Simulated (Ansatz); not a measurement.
Worked calculations on one periodic cell of amorphous In9Ga9Zn9O36H2: In9Ga9Zn9O36H2, 65 atoms, volume 861.3 Å³, made by a melt-quench on the CHGNet potential and relaxed with DFT. O atoms were pushed apart under 1.9 Å during the dynamics, to hinder bonds among them. It is a model cell: composition and starting density were chosen by hand, and all elements were melted together. Cycles of charging were run to anneal it. Computed with PBE, scalar-relativistic without spin-orbit coupling (plane waves to 420 eV, PAW; Ansatz, a program for electronic structure). Sampling: a 2×2×2 Γ-centred mesh; Fermi-Dirac width 0.02 eV; no spin polarisation. Its volume was relaxed, its shape was free, and it stands at a mean pressure of 0.2 GPa with stress components up to 0.2 GPa; the relaxation ran on the zone centre alone. Its density went from a set 5.64 to 5.45 g/cm³. The cell is small and was quenched far faster than a real film, so it is one sample of the glass.

**Question.** Count formal charges (In +3, Ga +3, Zn +2, O -2, H +1). What does the count lead one to expect at the Fermi level, and what does the calculation give?

**Answer.** 9 × (+3) + 9 × (+3) + 9 × (+2) + 36 × (-2) + 2 × (+1) = +2. 2 electrons are left on cation states, in cation-cation bonds, defect levels or the conduction band. The calculation finds no gap beyond the smearing on this mesh.

The cell was scaled and its atoms relaxed again at each volume (the zone centre alone): 783.7 Å³, 8.28 GPa; 861.3 Å³, 0.01 GPa; 912.9 Å³, -4.38 GPa.

**Question.** Estimate the bulk modulus over this range from B = −dP/d ln V.

**Answer.** Between the ends: −(-4.38 − 8.28) / ln(912.9/783.7) = 83 GPa, a mean over the range at 0 K with the atoms relaxed.
